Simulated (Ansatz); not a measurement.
Ni on the 1x1 (10-10) surface of wurtzite GaN (cut with top plane Ga + N), one in a 2x1 cell, energies for each (33.7 Å²). Energies are against an atom of fcc Ni, ferromagnetic, without zero-point or thermal terms; each row is named by its start (#2, #3: further inequivalent places of a kind).

Host crystal: wurtzite GaN, with a band gap (PBE, scalar-relativistic without spin-orbit coupling).

All values below come from PBE (plane waves to 420 eV, PAW; Ansatz, a program for electronic structure).

Set-up: 33 atoms, 9.3 Å thick at the start under the adsorbate (thin: gaps and levels are the slab's own); mesh 3x4x1; 0.01 eV smearing; dipole correction on; 16 atoms held, the rest relaxed; each run with such symmetry as its start has; spin-polarised, no spin-orbit, no U, no dispersion correction.

A negative adsorption energy means that the adsorbate is more stable on the surface than in its reference. Starts that drift may end in the same place. Heights count from the host atoms within 0.3 Å of the top one. Moments of ungapped slabs depend on the mesh.

```csv
starting site,E_ads (eV),height (Å),nearest host atom (Å),bonded to,change of the vacuum step (eV),lateral drift (Å),moment (μB)
top N,1.92,1.75,N 1.78,Ga + N,-0.85,0.4,0.0
top Ga,1.92,1.75,N 1.78,Ga + N,-0.86,1.4,0.0
top Ga #2,2.04,1.19,N 1.96,3 Ga + 2 N,-0.25,1.1,0.2
hollow Ga-Ga-N-N,2.04,1.20,N 1.96,3 Ga + 2 N,-0.25,0.6,0.2
hollow beside Ga,1.74,1.40,N 1.81,3 Ga + N,-0.87,0.8,0.0
bridge Ga-Ga-Ga-N-N-N (span 3.3 Å),2.04,1.19,N 1.96,3 Ga + 2 N,-0.25,0.6,0.2
```
